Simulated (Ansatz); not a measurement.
**Effect of tensor shear ε_xy = +1.43 % on CdTe**

Start from CdTe in the zinc blende structure (space group F-43m, No. 216; a = 6.5578 Å). Axes: x, y, z lie along the cube axes.

Perturbation: tensor shear ε_xy = +1.43 % (engineering shear γ = 0.0286), atoms relaxed at fixed cell.

All numbers come from r2SCAN (Ansatz, a quantum-chemistry and plane-wave program; PAW; 500 eV plane waves; spin-orbit coupling left out). Γ-centred 9×9×9 mesh, Fermi–Dirac width 0.05 eV.

```json
[
 {"quantity": "volume per atom", "base": "35.25 Å³", "changed": "35.24 Å³", "shift": "-0.01 Å³"},
 {"quantity": "space group", "base": "F-43m (No. 216)", "changed": "Imm2 (No. 44)", "shift": "–"},
 {"quantity": "energy relative to the base (free energy F)", "base": "0 meV/atom", "changed": "+1.8 meV/atom", "shift": "+1.8 meV/atom"},
 {"quantity": "pressure (mean of the normal stresses, compression positive)", "base": "0.00 GPa", "changed": "-0.01 GPa", "shift": "-0.002 GPa"},
 {"quantity": "band gap", "base": "1.17 eV", "changed": "1.08 eV", "shift": "-0.081 eV"},
 {"quantity": "gap character", "base": "direct at Γ", "changed": "direct at Γ", "shift": "–"},
 {"quantity": "valence-band top at Γ (three highest levels, from the VBM)", "base": "0.00, 0.00, 0.00 eV", "changed": "0.00, -0.08, -0.15 eV", "shift": "–"},
 {"quantity": "valley order (the lowest conduction-band minima on the path, energy above the VBM, named in the base's zone)", "base": "Γ 1.17 eV; L along ⟨111⟩ 2.20 eV", "changed": "Γ 1.08 eV; L along [1-1-1] 2.03 eV; L along [111] 2.23 eV", "shift": "–"},
 {"quantity": "largest internal atomic displacement", "base": "–", "changed": "0.019 Å", "shift": "–"},
 {"quantity": "stress (xx, yy, zz, yz, xz, xy; compression positive)", "base": "–", "changed": "(0.00, 0.00, -0.01, 0.00, 0.00, -0.57) GPa", "shift": "–"}
]
```

Final structure:

```
CELL_PARAMETERS angstrom
      0.04689     3.27889     3.27889
      3.27889     0.04689     3.27889
      3.32578     3.32578     0.00000
ATOMIC_POSITIONS crystal
  Cd 0.00284 0.00284 0.99716
  Te 0.24716 0.24716 0.25284
```

Cost of the whole job for the changed cell (relaxation, final SCF and bands): around 80 core-seconds (rough).

Spin-orbit coupling, missing from the scalar runs, can matter with Te. The cells carry an imposed strain or load. No phonon test of stability was made. k-point labels follow each cell's own Brillouin zone.
